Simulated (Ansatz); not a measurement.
# Ni: point defects

Base system: a 12-atom supercell of Ni in the fcc (Cu type) structure (space group Fm-3m, No. 225; a = 3.463 Å; ferromagnetic) at its relaxed geometry.

One neutral defect a cell, atoms relaxed at fixed cell.

The values are results of PBEsol (Ansatz, an electronic-structure program, PAW, no SOC), not measurements.

```csv
case,pressure,largest displacement of a host atom from its site in the perfect cell
perfect supercell,-0.1 GPa,–
"H interstitial (started 1.73 Å from the nearest host atom), symmetric start",4.1 GPa,0.03 Å
"Ni interstitial (started 1.73 Å from the nearest host atom), symmetric start",45.4 GPa,0.28 Å
"Sb on a Ni site, symmetric start",16.2 GPa,0.06 Å
"Ni vacancy, symmetric start",-5.9 GPa,0.02 Å
```

The magnetic state is the one reached from the starting moments; the real material's order can differ, and small cells can't hold many antiferromagnetic ones. The cell is small, so the values are those of an ordered compound at a high defect concentration; dilute-limit values will differ. The defect started on the symmetric site and kept its symmetry, so it may sit on a saddle.
